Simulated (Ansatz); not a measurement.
## A computed series for hypothetical zinc blende YP: pressure series

Base system: YP in the zinc blende structure (space group F-43m, No. 216; a = 6.289 Å; a hypothetical phase, not in the database extracts checked).

Cell and atoms are relaxed at each pressure.

Level of theory: r2SCAN (Ansatz, a program for electronic structure), spin-orbit coupling left out.

| case | lattice parameter a | band gap |
|---|---|---|
| base | 6.289 Å | 1.94 eV |
| pressure −2 GPa | 6.366 Å | 1.97 eV |
| pressure −1 GPa | 6.326 Å | 1.95 eV |
| pressure 0.9 GPa | 6.259 Å | 1.92 eV |
| pressure 2.1 GPa | 6.219 Å | 1.90 eV |
| pressure 4.5 GPa | 6.149 Å | 1.86 eV |
| pressure 9 GPa | 6.038 Å | 1.79 eV |
| pressure 15 GPa | 5.917 Å | 1.68 eV |
| pressure 22.5 GPa | 5.794 Å | 1.52 eV |
| pressure 30 GPa | 5.691 Å | 1.35 eV |

Load acts through the strain it causes; cell and atoms are relaxed under it. Whether these cells are dynamically stable was not tested. No other phases were tried under pressure.
